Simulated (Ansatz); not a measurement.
Consider MgS in the rock salt structure (space group Fm-3m, No. 225; a = 5.182 Å). Axes: x, y, z lie along the cube axes.

Modification: the symmetric strain tensor [0.0163 -0.0089 0.0040; -0.0089 0.0173 -0.0068; 0.0040 -0.0068 0.0146]; the atoms relax in the strained cell.

Levels (all Ansatz, a program for electronic structure, PAW): PBEsol (420 eV, spin-orbit coupling left out); r2SCAN (500 eV, no spin-orbit coupling); HSE06 (420 eV, spin-orbit coupling left out).

One geometry, relaxed with PBEsol, under each level:

```tsv
level	band gap	lowest conduction level above the VBM at special points	pressure
PBEsol	2.53 eV	V 2.53 eV; U 2.54 eV; T 2.55 eV; Γ 3.23 eV	-3.38 GPa
r2SCAN	3.28 eV	V 3.28 eV; U 3.29 eV; T 3.30 eV; Γ 4.25 eV	-2.63 GPa
HSE06	…	…	–
```

Task: Give the withheld HSE06 results.

Result: 
- HSE06, band gap: 3.61 eV
- HSE06, lowest conduction level above the VBM at special points: V 3.61 eV; U 3.62 eV; T 3.63 eV; Γ 4.43 eV

Single points use the geometry relaxed with PBEsol. Their cutoffs differ, which shifts pressures a little. HSE06 gaps are upper bounds (no full band path). Stability against distortions was not tested. k-point labels follow each cell's own Brillouin zone.
